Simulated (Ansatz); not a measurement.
Take LiF in the rock salt structure (space group Fm-3m, No. 225; a = 4.068 Å) as the base.

The values are results of PBE (Ansatz, an electronic-structure program, PAW, scalar-relativistic without spin-orbit coupling), not measurements.

Base values:

| Item | Value |
|---|---|
| Gap between the host's bands | 8.83 eV |
| Gap character | direct at Γ |

Modification: 0.0252 holes added to each cell, a density of 1.5×10^21 cm⁻³, with a uniform compensating background at fixed cell and a 300 K Fermi–Dirac width.

Q: What does the calculation give for the gap between the host's bands, Fermi level from band edge and gap character after the change?

A: The gap between the host's bands increases by 0.08 eV, from 8.83 eV to 8.91 eV; the Fermi level relative to the doped band's edge (positive inside the band; to 0.05 eV) is 0.00 eV; the gap character stays direct at Γ.

Charged cell with a jellium background: band edges are those of the host's band count, energies are not comparable with the neutral cell, and many-body gap narrowing is missing. No phonon test of stability was made.
